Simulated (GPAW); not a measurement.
Short convergence ladders for SrGaGe (P3m1, 3 atoms in the cell)

```
SrGaGe
1.0
    4.25660     0.00000     0.00000
   -2.12830     3.68633     0.00000
    0.00000     0.00000     4.69756
Sr Ga Ge
1 1 1
Direct
  0.00000   0.00000   0.01064
  0.33333   0.66667   0.50000
  0.66667   0.33333   0.50000
```

Base method: PBEsol, GPAW PAW datasets PBEsol (made by gpaw-setup) (plane waves; GPAW).

Base settings: mode = pw; ecut = 550 eV; xc = PBEsol; kpts = 5 5 3; mesh shift (steps) = 0 0 0; occupations.name = methfessel-paxton; occupations.width = 0.1 eV; occupations.order = 0; nbands = -11; convergence.forces = 0.001 eV/Å.

The count of work is k-points × plane waves × bands × iterations; it is no time. Core times come from one kind of shared machine, to one figure; runs under 30 s give none.

**Shifted k-point meshes**

In this ladder: kpts_shift = 0.5 0.5 0.5.

Only quantities that move along the ladder and can be compared are tabulated.

| kpts | free energy less the last step's (meV/atom) | pressure (GPa) | largest difference of a force vector from the last step's (eV/Å) | count of work / last | core time / last (rough) |
|---|---|---|---|---|---|
| 2 2 1 | -451.48 | -1.41 | 0.020 | 0.0034 | – |
| 3 3 2 | -32.07 | -0.60 | 0.013 | 0.0088 | – |
| 4 4 3 | -10.05 | -0.34 | 0.014 | 0.025 | – |
| 5 5 4 | 0.72 | -0.30 | 0.002 | 0.051 | – |
| 7 7 6 | 0.85 | -0.17 | 0.003 | 0.13 | 0.2 |
| 9 9 7 | 0.42 | -0.10 | 0.002 | 0.26 | 0.3 |
| 11 11 8 | -0.06 | -0.05 | 0.002 | 0.42 | 0.4 |
| 12 12 9 | -0.08 | -0.06 | 0.002 | 0.57 | 0.6 |
| 14 14 11 | 0.00 | -0.04 | 0.000 | 1.0 | 1 |

Coarsest kpts that holds the forces within 0.005 eV/Å of the last step, with all finer ones: 5 5 4, at 0.051 of the last step's count of work; the step before is off by 0.014 eV/Å.

Coarsest kpts that holds the pressure within 1 GPa of the last step, with all finer ones: 3 3 2, at 0.0088 of the last step's count of work; the step before is off by 1.4 GPa.

Coarsest kpts that holds the free energy within 5 meV/atom of the last step, with all finer ones: 5 5 4, at 0.051 of the last step's count of work; the step before is off by 10 meV/atom.

Two neighbours can agree and both be off: 4 4 3 and 5 5 4 differ by 0.03 GPa in the pressure, yet lie about 0.26 GPa from the last step.

**The width of Gaussian smearing**

In this ladder: kpts = 8 8 5.

Narrow widths need finer meshes than wide ones, so the last steps can hold mesh noise.

Only quantities that move along the ladder and can be compared are tabulated; pressure and forces are left out, as mesh noise rules them at narrow widths.

```csv
occupations.width,free energy less the last step's (meV/atom),energy extrapolated to zero width less the last step's (meV/atom)
1 eV,-96.65,-0.79
0.5 eV,-24.98,-1.35
0.3 eV,-9.58,-1.24
0.2 eV,-4.57,-0.71
0.1 eV,-1.09,-0.16
0.05 eV,0.00,0.00
```

Widest occupations.width that holds the energy extrapolated to zero width within 0.5 meV/atom of the last step, with all finer ones: 0.1 eV; the step before is off by 0.71 meV/atom.

Widest occupations.width that holds the free energy within 5 meV/atom of the last step, with all finer ones: 0.2 eV; the step before is off by 9.6 meV/atom.

The extrapolation to zero width removes most of the smearing's effect on the energy.

**The mesh under tetrahedron occupations**

In this ladder: occupations.name = improved-tetrahedron-method; occupations.width = default; occupations.order = default.

Only quantities that move along the ladder and can be compared are tabulated.

| kpts | free energy less the last step's (meV/atom) | pressure (GPa) | largest difference of a force vector from the last step's (eV/Å) | count of work / last | core time / last (rough) |
|---|---|---|---|---|---|
| 4 4 3 | 18.21 | 0.74 | 0.026 | 0.010 | – |
| 5 5 4 | -1.59 | 0.21 | 0.009 | 0.025 | – |
| 6 6 5 | -8.39 | 0.08 | 0.006 | 0.036 | – |
| 7 7 6 | -4.98 | 0.03 | 0.002 | 0.054 | – |
| 9 9 7 | -1.52 | -0.12 | 0.000 | 0.11 | 0.1 |
| 11 11 9 | 0.07 | -0.13 | 0.002 | 0.18 | 0.2 |
| 14 14 11 | -0.27 | -0.12 | 0.002 | 0.28 | 0.3 |
| 17 17 13 | -0.15 | -0.10 | 0.002 | 0.54 | 0.6 |
| 21 21 16 | 0.00 | -0.10 | 0.000 | 1.0 | 1 |

Coarsest kpts that holds the forces within 0.01 eV/Å of the last step, with all finer ones: 5 5 4, at 0.025 of the last step's count of work; the step before is off by 0.026 eV/Å.

Coarsest kpts that holds the pressure within 0.5 GPa of the last step, with all finer ones: 5 5 4, at 0.025 of the last step's count of work; the step before is off by 0.84 GPa.

Coarsest kpts that holds the free energy within 2 meV/atom of the last step, with all finer ones: 9 9 7, at 0.11 of the last step's count of work and about 0.1 of the last step's time; the step before is off by 5.0 meV/atom.

On the base run: the starting cell comes from a database of computed structures (which also holds hypothetical and non-ambient phases and stackings), without a prior relaxation at this level. Its lattice was rescaled by up to half a per cent. One atom was moved a little off its site on purpose. Without a gap this mesh is coarse (it stands for a supercell whose shortest vector is 14 Å).

Left out of this page: 2 runs of the series outside the window shown, repeating another row's setting, or not comparable.
